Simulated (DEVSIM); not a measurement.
System: abrupt Si n-p junction, at 300 K.

Layer 1 from the left is Si, thickness (μm) 0.200, Nd (cm⁻³) 2.2e17, τn (s) 2e-7, τp (s) 2e-7. Layer 2 from the left is Si, thickness (μm) 39.0, Na (cm⁻³) 1.6e14, τn (s) 2e-7, τp (s) 2e-7.

Left contact: ohmic. Right contact: ohmic. Voltage is applied to the left contact. Recombination: SRH at mid-gap, radiative, Auger. Mobility is constant in doping.

This is a model device: material constants are rounded textbook-type values typed into the input, and sizes, dopings and lifetimes were drawn at random. Values at 300 K.

Si: gap (eV) 1.124, affinity (eV) 4.05, permittivity 11.7, Nc (cm⁻³) 2.86e19, Nv (cm⁻³) 3.1e19, μn (cm²/Vs) 1417, μp (cm²/Vs) 470, B (cm³/s) 4.7e-15, Cn (cm⁶/s) 2.8e-31, Cp (cm⁶/s) 9.9e-32.

DEVSIM, 1D drift-diffusion, Boltzmann statistics, complete ionisation; no tunnelling, impact ionisation, image-force lowering or self-heating.

Task: What does the simulation give for the potential step across the device at zero bias, the largest field in the device at zero bias, the dark forward voltage at 100 A/cm², the dark forward voltage at 1 A/cm²?

Result: potential step across the device at zero bias 0.683 V; largest field in the device at zero bias 26000 V/cm; dark forward voltage at 100 A/cm² 1.303 V; dark forward voltage at 1 A/cm² 0.580 V.
